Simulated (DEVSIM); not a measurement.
Device: abrupt Si p-n junction, at 400 K.

Layer 1 from the left is Si, thickness (μm) 72.0, Na (cm⁻³) 1.3e15, τn (s) 8.8e-5, τp (s) 8.8e-5. Layer 2 from the left is Si, thickness (μm) 0.420, Nd (cm⁻³) 2.9e17, τn (s) 8.8e-5, τp (s) 8.8e-5.

Left contact: ohmic. Right contact: ohmic. Voltage is applied to the left contact. Recombination: SRH at mid-gap, radiative. Mobility is μmin + (μ − μmin)/(1 + (N/Nref)^α).

Constants are typed, rounded textbook-type inputs, not results; the design itself was drawn at random and stands for no fabricated device. Values at 300 K; Nc and Nv go as T^1.5, mobilities as T to minus their exponent, the gap by Varshni's rule with the affinity fixed.

Si: gap (eV) 1.124, affinity (eV) 4.05, permittivity 11.7, Nc (cm⁻³) 2.86e19, Nv (cm⁻³) 3.1e19, μn (cm²/Vs) 1417, μp (cm²/Vs) 470, μn,min 52, μp,min 45, Nref,n 9.7e16, Nref,p 2.2e17, αn 0.68, αp 0.72, T exponent of μn 2.3, T exponent of μp 2.2, B (cm³/s) 4.7e-15, Varshni α (eV/K) 0.000473, Varshni β (K) 636.

Q: Estimate by hand the built-in potential, the peak field at zero bias, and compare with a numerical solution.

A: 
- Built-in potential: ni = √(Nc Nv) exp(−Eg/2kT) = 5.68e12 cm⁻³ with Eg = 1.096 eV; Vbi = kT/q ln(Na Nd/ni²) = 0.561 V; numerical 0.561 V.
- Peak field at zero bias: depletion approximation: W = √(2εVbi/(qN)) = 0.749 μm with N = 1.29e15 cm⁻³; field = 2Vbi/W = 15000 V/cm; numerical 35600 V/cm (estimate below by 58 %).

DEVSIM, 1D drift-diffusion, Boltzmann statistics, complete ionisation; no tunnelling, impact ionisation, image-force lowering or self-heating.
